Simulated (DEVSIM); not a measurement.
Device: illuminated Si n-on-p cell, one wavelength, with a back-surface field, at 300 K.

Layer 1 from the left is Si, thickness (μm) 0.170, Nd (cm⁻³) 5.9e17, τn (s) 3.8e-6, τp (s) 6.7e-6, absorption coefficient (cm⁻¹) 1500. Layer 2 from the left is Si, thickness (μm) 44.0, Na (cm⁻³) 3.3e15, τn (s) 9.9e-6, τp (s) 9.9e-6, absorption coefficient (cm⁻¹) 1500. Layer 3 from the left is Si, thickness (μm) 0.340, Na (cm⁻³) 1.3e18, τn (s) 9.9e-6, τp (s) 9.9e-6, absorption coefficient (cm⁻¹) 1500.

Left contact: ohmic, minority hole recombination velocity 400 cm/s. Right contact: ohmic, minority electron recombination velocity 30 cm/s. Voltage is applied to the left contact. Recombination: SRH at mid-gap, radiative, Auger. Light enters at the left, 1e17 photons cm⁻² s⁻¹, one pass, no reflection. Mobility is constant in doping.

The device is made up for the run: typed textbook-type constants, with dimensions and the other settings drawn at random. Values at 300 K.

Si: gap (eV) 1.124, affinity (eV) 4.05, permittivity 11.7, Nc (cm⁻³) 2.86e19, Nv (cm⁻³) 3.1e19, μn (cm²/Vs) 1417, μp (cm²/Vs) 470, B (cm³/s) 4.7e-15, Cn (cm⁶/s) 2.8e-31, Cp (cm⁶/s) 9.9e-32.

Simulated with DEVSIM: 1D drift-diffusion, Boltzmann statistics, complete ionisation; no tunnelling, impact ionisation, image-force lowering or self-heating.

Task: What does the simulation give for the open-circuit voltage, the dark forward voltage at 1 A/cm²?

Result: open-circuit voltage 0.587 V; dark forward voltage at 1 A/cm² 0.760 V.
